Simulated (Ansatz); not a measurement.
Defect migration in alpha quartz: interstitial Cu, charge state +1. Computed with PBE, PAW (plane waves to 420 eV; Ansatz, a quantum-chemistry and plane-wave program).

Cell of 243 host sites held at the relaxed PBE lattice; the Γ point alone; Fermi-Dirac width 0.01 eV, spin-restricted; finite-size errors left in. Energies are static. The charge state is imposed; whether it is stable for some Fermi level was not computed. Sites that were not tried may lie lower.

The step: Cu moves alone to another site; the atom moves 1.86 Å along (0.05, 0.09, 0.33) of the unit cell; the moving atom starts with neighbours 2 O at 1.91 Å and ends with 2 O at 1.91 Å. On the band's own sampling the forward barrier is 0.087 eV. Harmonic modes of the moving Cu atom alone, all others held, come from finite differences of 0.015 Å. The saddle point's order was not checked.

Question: Which three frequencies does the atom have at the start and at the saddle point?

Answer: start 2.2, 2.8, 9.2 THz; saddle point 0.7i, 1.8 and 7.1 THz.

Question: What attempt frequency and zero-point change of the barrier follow from these modes alone, and what classical rate at 700 K?

Answer: ν = (2.2 × 2.8 × 9.2) / (1.8 × 7.1) ≈ 4.3 THz. The zero-point energy changes the barrier by h/2 × (8.9 − 14.1) THz = -0.011 eV. The classical rate is ν exp(−0.09/0.0603) ≈ 1e12 s⁻¹. One atom's modes give a rough prefactor, not that of the whole cell.
